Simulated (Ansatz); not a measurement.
**How the band gap of ZnS (P3m1, No. 156; start mp-556950; another space group than a measured phase of this formula) moves with the method**

No measured value is used here.

```tsv
level (code)	value (eV)
r²SCAN (Ansatz)	2.81 (direct)
HSE06 (Ansatz)	3.48 (direct)
PBE0 (Ansatz)	4.14 (direct)
```

Computed values are for a static lattice.  HSE06, PBE0: the gap is read on the k mesh or supercell of the run alone and can be too large. Values are at the PBEsol cell. Cutoffs and k meshes differ between the levels. Ansatz's density-functional and Hartree–Fock values are scalar-relativistic unless marked +SOC, with PAW data made under PBE.

A start named mp-… is a Materials Project structure, which can be a computed phase never made.

Ansatz is a quantum-chemistry and plane-wave program.
